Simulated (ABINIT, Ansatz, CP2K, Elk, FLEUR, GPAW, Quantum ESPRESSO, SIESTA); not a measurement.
**Code comparison for Ta2N (P-3m1, 3 atoms in the cell)**

Self-consistent single point, at a second geometry (lattice scaled by 0.98). First geometry:

```yaml
crystal:
  lattice:
    - [3.11286, 0.00000, 0.00000]
    - [-1.55643, 2.69582, 0.00000]
    - [0.00000, 0.00000, 4.86984]
  atoms:
    - { symbol: Ta, position: [0.66667, 0.33333, 0.74529] }
    - { symbol: Ta, position: [0.33333, 0.66667, 0.25471] }
    - { symbol: N, position: [0.00000, 0.00000, 0.00000] }
```

Shared settings, as Ansatz (a program for electronic structure) writes them: kpoints.mp_grid.grid = 10 10 6; scf.occupations.method = fermi_dirac; scf.occupations.width = 0.136 eV. Potentials and cutoffs stand in the table.

| code | model | ΔF from the first geometry (meV/atom) | pressure (GPa) | largest force (eV/Å) | cutoff |
|---|---|---|---|---|---|
| CP2K | PBE, GPW, DZVP-MOLOPT-SR-GTH basis, GTH-PBE potentials (GTH_POTENTIALS) | 23.0 | 14.21 | 0.179 | grid 500 Ry |
| ABINIT | PBE, norm-conserving pseudopotentials (PseudoDojo nc-sr-05 PBE standard) | 39.1 | 17.80 | 0.363 | 42 Ha |
| Quantum ESPRESSO | PBE, GBRV 1.5 ultrasoft (PBE) pseudopotentials | 39.9 | 16.33 | 0.384 | 40 Ry |
| SIESTA | GGA PBE, numerical atomic orbitals DZP, PseudoDojo PBE standard norm-conserving potentials (rewritten from UPF to PSML) | 40.4 | 18.47 | 0.912 | grid 300 Ry |
| Ansatz | PBE, default PAW files | 39.6 | 17.65 | 0.344 | default |
| FLEUR | PBE, all-electron FLAPW (FLEUR), scalar-relativistic valence | 40.3 | – | – | Kmax 4.4 1/bohr |
| GPAW | PBE, GPAW PAW datasets PBE (gpaw-data 1.0.1) | 42.7 | – | 0.414 | 950 eV |
| Elk | PBE, all-electron FP-LAPW, Elk's shipped species files, default APW+lo basis | 53.6 | – | – | default |

For Quantum ESPRESSO (by 1.7 GPa) the energy change implies a higher mean pressure, against the two pressures, than for the other programs: a sign of finite-basis (Pulay) stress.

A dash marks a value that a program does not give, or that is left out as unsure.

On Ansatz's run: spin-orbit coupling is off. Spin polarisation is off; with an odd number of electrons in the cell that forces a metal, and a magnetic state may lie lower.

The spread over the programs that give each value: ΔF from the first geometry within 30.6 meV/atom; pressure within 4.26 GPa; largest force within 0.733 eV/Å.

CP2K and SIESTA use small atom-centred bases, whose incompleteness enters pressures, forces and empty levels differently from a plane-wave cutoff. FLEUR and Elk treat all electrons, but the usual bases taken here (sphere radii, linearisation, local orbitals, empty states) were not tested for convergence, so the values are no reference for the others. Ansatz's pressure is given at a fixed set of plane waves, as the other plane-wave codes print theirs; with its correction for the finite basis it is 17.95 GPa (the shift of 0.30 GPa shows how far the cutoff is from converged). The pressure of GPAW is left out: its cutoff lies under the one at which its stress was checked. In the pressure, CP2K (by 3.44) and Quantum ESPRESSO (by 1.32) lie more than 1 GPa from the median of the plane-wave programs. In the force vectors, CP2K (by 0.195) and SIESTA (by 0.538) lie more than 0.08 eV/Å from the median of the plane-wave programs.

The starting cell comes from a database of computed structures (which also holds hypothetical and non-ambient phases and stackings), without a prior relaxation at this level. For this run, on top of that: lattice scaled by 0.98.

Keys are those of Ansatz 0.2.
